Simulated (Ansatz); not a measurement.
The reference is ZnS in the wurtzite structure (space group P6_3mc, No. 186; a = 3.738 Å, c = 6.143 Å). Axes: x lies along a and z along c of the hexagonal cell.

All numbers come from LDA, PAW, 420 eV (Ansatz, a quantum-chemistry and plane-wave program; without spin-orbit coupling).

It is then changed as follows: the cell is stretched by 2.40 % along z with no lateral relaxation, atoms relaxed at fixed cell.

Predict the stress tensor and what it implies for the stiffness.

Stress of the strained cell less that of the base (GPa, compression positive):
```
  -1.10    0.00    0.00
   0.00   -1.10    0.00
   0.00    0.00   -3.78
```

Then −Δσ_ii/ε with ε = 0.0240 gives secant stiffness values (nonlinear terms included at this strain): C33 ≈ 157 GPa, C13 ≈ 46 GPa and C23 ≈ 46 GPa.

As a check, the harmonic strain energy −½ V₀ Δσ:ε is 5.3 meV/atom; the computed energy rise is 5.3 meV/atom.

No phonon test of stability was made.
